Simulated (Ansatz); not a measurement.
Results of r²SCAN (plane waves, PAW; Ansatz, a program for electronic structure) for zinc-blende BeS.

From the output:

```
Crystal: 2 atoms, lattice volume = 29.427 Å³
Basis set: ecut = 560 eV, 893 PW (Γ), exchange–correlation on 81×81×81 points (27 copies of the dense FFT grid, shifted against one another)
Bands: 8, of which v1, the nominal top of the filled ones, is band 4 counted from 1 (3 counted from 0)
Symmetry: 24 space group operations
Space group: F-43m (ITA 216), of the structure as read, at distance tolerance 3.1e-5 Å
k-points: 72 of 1728 (time reversal used)
Functional: x = r2scan, c = r2scan; τ floored in thin density (d = 2e-4 eV/Å³)
SCF iter   1: F=—  HF=-1001.521699 eV  |F-HF|=—  |Δ(HF+E_count)|=         —  Δρ=4.75e-3  dr2=5.29e-3  dr2_τ=2.71e-2
SCF iter   2: F=—  HF=-1001.592833 eV  |F-HF|=—  |Δ(HF+E_count)|=   7.11e-2  Δρ=3.03e-3  dr2=2.14e-3  dr2_τ=3.04e-5
  ...
SCF iter   6: F=—  HF=-1001.593357 eV  |F-HF|=—  |Δ(HF+E_count)|=   2.52e-8  Δρ=3.86e-6  dr2=5.37e-9  dr2_τ=3.18e-10
SCF iter   7: F=-1001.593357 eV  HF=-1001.593357 eV  |F-HF|=2.27e-12  |Δ(HF+E_count)|=  1.00e-11  Δρ=2.29e-7  dr2=1.36e-11  dr2_τ=7.72e-13
SCF 1 converged in 7 iterations: F = -1001.593357 eV  dr2 = 1.36e-11
SCF converged after 7 iterations
Free energy (F): -1001.593357 eV
Internal energy: -1001.593357 eV  (E = F + TS)
E sigma→0 (E₀):  -1001.593357 eV
Fermi energy:    6.590772 eV
--- Stress (GPa, compression-positive) ---
       -1.858747      -0.000000      -0.000000
       -0.000000      -1.858747       0.000000
       -0.000000       0.000000      -1.858747
  P = ⅓ Tr σ = -1.8587 GPa (-18.587 kbar)
```

Q: Write an input file that produces this run.

A: Several could match; the one computed here: 
Ansatz 0.2 input:
```yaml
crystal:
  lattice:
    - [0.0, 2.4503986249, 2.4503986249]
    - [2.4503986249, 0.0, 2.4503986249]
    - [2.4503986249, 2.4503986249, 0.0]
  atoms:
    - { symbol: Be, position: [0.0, 0.0, 0.0] }
    - { symbol: S, position: [0.25, 0.25, 0.25] }
basis:
  ecutwfc: 560
  ecutrho_ratio: 4
  xc_grid: 3
kpoints:
  mp_grid: { grid: [12, 12, 12] }
hamiltonian:
  xc: r2scan
  dispersion: none
  pseudopotentials: { kind: paw }
scf:
  occupations: { method: fermi_dirac, width: 0.01 }
  convergence: { dr2_threshold: 0.0000000002 }
output:
  forces: true
  stress: true
  eigenvalues: true
```

The cell is one volume of an energy–volume scan, off the minimum.

The PAW data were made under PBE.
